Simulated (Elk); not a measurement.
## Elk run on CoSi (P2_13, 8 atoms in the cell): self-consistent single point

Level of theory: PBE, all-electron FP-LAPW, Elk's shipped species files, default APW+lo basis run with Elk 10.2.4.

The input file:

```
tasks
  0

xctype
  20

rgkmax
  7.0

rmtscf
  0.89

stype
  0

swidth
  0.00999582

scale
  8.358269988

avec
    1.0000000000    0.0000000000    0.0000000000
    0.0000000000    1.0000000000    0.0000000000
    0.0000000000    0.0000000000    1.0000000000

sppath
  'species/'

atoms
  2   : nspecies
  'Co.in'   : spfname
  4   : natoms; atposl, bfcmt below
  0.8541000000  0.6459000000  0.3541000000    0.0 0.0 0.0
  0.6459000000  0.3541000000  0.8541000000    0.0 0.0 0.0
  0.3541000000  0.8541000000  0.6459000000    0.0 0.0 0.0
  0.1459000000  0.1459000000  0.1459000000    0.0 0.0 0.0
  'Si.in'   : spfname
  4   : natoms; atposl, bfcmt below
  0.1565400000  0.3434600000  0.6565400000    0.0 0.0 0.0
  0.3434600000  0.6565400000  0.1565400000    0.0 0.0 0.0
  0.6565400000  0.1565400000  0.3434600000    0.0 0.0 0.0
  0.8434600000  0.8434600000  0.8434600000    0.0 0.0 0.0

ngridk
  9 9 9
```

Output (repeated stretches shortened):

```
│ Elk code version 10.2.4 │

All units are atomic (Hartree, Bohr, etc.)

│ Ground-state run starting from atomic densities │

Lattice vectors :
   8.358269988       0.000000000       0.000000000
   0.000000000       8.358269988       0.000000000
   0.000000000       0.000000000       8.358269988

Unit cell volume      :    583.9144015
Brillouin zone volume :   0.4248057811

Muffin-tin inner radius fraction :   0.1000000000E-01

Nuclei treated as point charges

Species :    1 (Co)
 parameters loaded from : Co.in
 name : cobalt
 nuclear charge    :   -27.00000000
 electronic charge :    27.00000000
 atomic mass :    107428.6517
 muffin-tin radius :    2.136000000
 number of radial points in muffin-tin :    497
 atomic positions (lattice), magnetic fields (Cartesian) :
   1 :   0.00000000  0.00000000  0.00000000    0.00000000  0.00000000  0.00000000
   2 :   0.79180000  0.70820000  0.50000000    0.00000000  0.00000000  0.00000000
   3 :   0.50000000  0.20820000  0.29180000    0.00000000  0.00000000  0.00000000
   4 :   0.29180000  0.50000000  0.79180000    0.00000000  0.00000000  0.00000000

Species :    2 (Si)
 parameters loaded from : Si.in
 name : silicon
 nuclear charge    :   -14.00000000
 electronic charge :    14.00000000
 atomic mass :    51196.73454
 muffin-tin radius :    1.958000000
 number of radial points in muffin-tin :    397
 atomic positions (lattice), magnetic fields (Cartesian) :
   1 :   0.30244000  0.69756000  0.30244000    0.00000000  0.00000000  0.00000000
   2 :   0.48936000  0.01064000  0.80244000    0.00000000  0.00000000  0.00000000
   3 :   0.80244000  0.51064000  0.98936000    0.00000000  0.00000000  0.00000000
   4 :   0.98936000  0.19756000  0.48936000    0.00000000  0.00000000  0.00000000

Total number of atoms per unit cell :    8

Spin treatment :
 spin-unpolarised

Number of Bravais lattice symmetries :   48
Number of crystal symmetries         :   12
   [... lines left out ...]
Maximum |G| for potential and density :    12.00000000
 potential will be trimmed for |G| > 2 gkmax
Constant for pseudocharge density :    6
Radial integration step length :    4

G-vector grid sizes :     32    32    32
Number of G-vectors :    17071

Maximum angular momentum used for
 APW functions                      :    8
 outer part of muffin-tin           :    6
 inner part of muffin-tin           :    1

Total nuclear charge    :   -164.0000000
Total core charge       :    88.00000000
Total valence charge    :    76.00000000
Total excess charge     :    0.000000000
Total electronic charge :    164.0000000

Effective Wigner radius, rₛ :   0.9472666403

Number of empty states         :   32
Total number of valence states :   70
Total number of core states    :   88

Total number of local-orbitals :   84

Exchange-correlation functional :     20     0     0
 Perdew-Burke-Ernzerhof, Phys. Rev. Lett. 77, 3865 (1996)
 gradient requirement :    1
 generalised gradient approximation (GGA)

Smearing type :    0
 Gaussian
Smearing width :   0.9995820000E-02
Effective electronic temperature (K) :    3156.430308

Mixing type :    3
 Broyden mixing, J. Phys. A: Math. Gen. 17, L317 (1984)

Kohn-Sham potential initialised from atomic data
│ Self-consistent loop started │
│ Loop number : 1 │
 total energy                :     -6764.00358620
│ Loop number : 2 │
 total energy                :     -6762.62952503
RMS change in Kohn-Sham potential (target) :   0.5607060988     (  0.1000000000E-05)
Absolute change in total energy (target)   :    1.374061173     (  0.1000000000E-03)
│ Loop number : 3 │
 total energy                :     -6764.64962709
RMS change in Kohn-Sham potential (target) :   0.5604653147     (  0.1000000000E-05)
Absolute change in total energy (target)   :    1.676586763     (  0.1000000000E-03)
│ Loop number : 4 │
 total energy                :     -6758.14619691
RMS change in Kohn-Sham potential (target) :   0.4343662578     (  0.1000000000E-05)
Absolute change in total energy (target)   :    6.084283483     (  0.1000000000E-03)
│ Loop number : 5 │
 total energy                :     -6746.12937854
RMS change in Kohn-Sham potential (target) :   0.2000826208     (  0.1000000000E-05)
Absolute change in total energy (target)   :    13.53788925     (  0.1000000000E-03)
   [... lines left out ...]
Absolute change in total energy (target)   :   0.2469248022E-02 (  0.1000000000E-03)
│ Loop number : 14 │
 total energy                :     -6734.59397490
RMS change in Kohn-Sham potential (target) :   0.2072940435E-05 (  0.1000000000E-05)
Absolute change in total energy (target)   :   0.1275129131E-02 (  0.1000000000E-03)
│ Loop number : 15 │
 total energy                :     -6734.59381206
RMS change in Kohn-Sham potential (target) :   0.5557435410E-06 (  0.1000000000E-05)
Absolute change in total energy (target)   :   0.4816228047E-03 (  0.1000000000E-03)
│ Loop number : 16 │
 total energy                :     -6734.59375886
RMS change in Kohn-Sham potential (target) :   0.3379397485E-06 (  0.1000000000E-05)
Absolute change in total energy (target)   :   0.1736051663E-03 (  0.1000000000E-03)
│ Loop number : 17 │
 total energy                :     -6734.59378242
RMS change in Kohn-Sham potential (target) :   0.1142854018E-06 (  0.1000000000E-05)
Absolute change in total energy (target)   :   0.1984086794E-04 (  0.1000000000E-03)
Convergence targets achieved

│ Loop number : 18 │

Energies :
 Fermi                       :     0.426504881163
 sum of eigenvalues          :     -3824.52979702
 electron kinetic            :      6819.37462373
 core electron kinetic       :      6257.88581649
 Coulomb                     :     -13230.7871583
 Coulomb potential           :     -10225.0958173
 nuclear-nuclear             :     -989.750147029
 electron-nuclear            :     -14256.9782053
 Hartree                     :      2015.94119401
 Madelung                    :     -8118.23924969
 xc potential                :     -418.808603440
 exchange                    :     -315.814658546
 correlation                 :     -7.36659947869
 total energy                :     -6734.59379264

Density of states at Fermi energy :    58.97672925
 (states/Hartree/unit cell)

Estimated indirect band gap :   0.3978328189E-02
 from k-point      1 to k-point     66
Estimated direct band gap   :   0.1078668659E-01
 at k-point      2

Charges :
 core                        :    88.00000000
 valence                     :    76.00000000
 interstitial                :    13.86312470
 muffin-tins (core leakage)
  species :    1 (Co)
   atom    1                 :    25.85192492     (  0.1911970993E-02)
   atom    2                 :    25.85192492     (  0.1911970993E-02)
   atom    3                 :    25.85192492     (  0.1911970993E-02)
   atom    4                 :    25.85192492     (  0.1911970993E-02)
  species :    2 (Si)
   atom    1                 :    11.68229390     (  0.4557184253E-02)
   atom    2                 :    11.68229390     (  0.4557184253E-02)
   atom    3                 :    11.68229390     (  0.4557184253E-02)
   atom    4                 :    11.68229390     (  0.4557184253E-02)
 total in muffin-tins        :    150.1368753
 total calculated charge     :    163.9679964
 total charge                :    164.0000000
 error                       :   0.3200364337E-01

│ Self-consistent loop stopped │
```

The run converged in 18 iterations. The count includes the last loop, which Elk runs after its targets are met.

The starting cell comes from a database of computed structures (which also holds hypothetical and non-ambient phases and stackings), without a prior relaxation at this level. Its lattice was rescaled by a random factor within 2.5 % of one. Spin polarisation is off. Values depend on the basis (sphere radii, cutoffs, local orbitals), which need not be converged. The log's line on a gap gives a spacing of levels on this mesh, which the program prints for metals too.

Cost on one core of a shared machine: roughly 4 min.
